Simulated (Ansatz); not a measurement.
Partial pair distribution functions of a relaxed model of amorphous Ag10Ge14Se32, broadened by 0.06 Å; density 5.40 g/cm³. All values below come from PBE-D3(BJ), scalar-relativistic without spin-orbit coupling, PAW (Ansatz default set, large-core Se) (plane waves to 420 eV; Ansatz, a program for electronic structure).

Preparation: random packing, a CHGNet melt and quench, and a DFT relaxation. The hot cell started wider than the set density and was brought back towards it in steps. It is the lowest in DFT energy of 4 quenches. It is a model cell: composition and starting density were chosen by hand, and all elements were melted together. The geometry includes D3(BJ) dispersion. Its density started from a set value of 4.94 and ended at 5.40 g/cm³. The simulated quench (nominally 17 K/ps over its main leg) is rapid and tends to freeze in more defects than a deposited or slowly cooled glass has. A cell of this size samples the disorder only roughly. The volume was free in the relaxation, at fixed shape.

```tsv
r (Å)	g Ge-Se	g Ag-Se	g Ag-Ag	g Ge-Ge
2.15	0.01	0.00	0.00	0.00
2.25	0.60	0.00	0.00	0.00
2.35	6.08	0.01	0.00	0.00
2.45	8.21	0.68	0.00	0.00
2.55	4.32	3.80	0.00	0.00
2.65	1.83	5.69	0.00	0.00
2.75	0.48	3.51	0.14	0.00
2.85	0.11	1.42	2.97	0.00
2.95	0.11	0.53	4.53	0.00
3.05	0.17	0.35	1.80	0.04
3.15	0.24	0.78	1.96	0.72
3.25	0.41	0.53	1.09	1.27
3.35	0.58	0.48	0.20	1.25
3.45	0.51	0.54	1.13	1.65
3.55	0.90	1.13	0.58	1.99
3.65	1.01	0.69	0.04	1.87
3.75	0.79	0.73	0.57	0.68
3.85	1.04	1.36	0.88	0.34
3.95	0.78	1.32	0.39	1.61
4.05	0.76	1.07	0.91	1.85
4.15	0.88	1.12	0.43	0.94
4.25	0.63	1.04	1.70	1.01
4.35	1.16	1.03	2.60	0.89
4.45	0.75	1.49	2.01	0.56
4.55	0.70	1.26	1.40	1.03
4.65	0.94	0.83	2.25	0.68
4.75	0.94	0.58	1.03	0.63
4.85	0.80	0.68	0.50	0.39
4.95	0.54	0.81	1.02	0.40
5.05	0.93	1.08	0.35	0.43
5.15	1.13	0.96	0.01	0.51
5.25	1.18	0.67	0.09	0.35
5.35	1.14	0.56	0.51	0.30
5.45	1.12	0.90	0.20	1.02
5.55	1.09	1.09	0.40	1.54
```

Within 2.88 Å each Ge has 3.71 Se neighbours on average.
